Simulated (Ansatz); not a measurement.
SnC (model structure, started from the CsCl type, Pm-3m, No. 221, 2 atoms in the cell), treated with PBEsol (Ansatz, a program for electronic structure, plane waves, PAW).

Run with plane-wave cutoff 520 eV, 18×18×18 k mesh, Fermi–Dirac smearing 0.05 eV, scalar-relativistic PAW data made under PBE.

Cell (relaxed at this level):

SnC has the cubic space group Pm-3m (No. 221), the CsCl type structure, Pearson symbol cP2. Lattice parameters: a = 3.0559 Å, b = 3.0559 Å, c = 3.0559 Å, α = 90.00°, β = 90.00°, γ = 90.00°. Sn on 1a is coordinated by 8 C at 2.646 Å and 6 Sn at 3.056 Å. C on 1b has 8 Sn at 2.646 Å (cubic). (Neighbours: up to the widest gap in distance over summed covalent radii, below 1.35, at either atom; cation-cation and far metal-metal contacts left out.)

Task: What does this level give for the bulk modulus?

Result: 
* **bulk modulus**: 109 GPa

The run finds no gap.

Note: the bulk modulus is −V dP/dV from two relaxed cells at ±2 % in volume; the relaxation could raise the start's symmetry but not lower it, so the cell can be a saddle point.

Spin–orbit coupling is not included; it can open a gap where bands touch, and shift volumes and moduli.

Static lattice: no zero-point or thermal effects.

A model structure was made by putting elements into a prototype or built by hand; it is no filed structure, need not be a known phase, and can be a saddle point held by its symmetry.
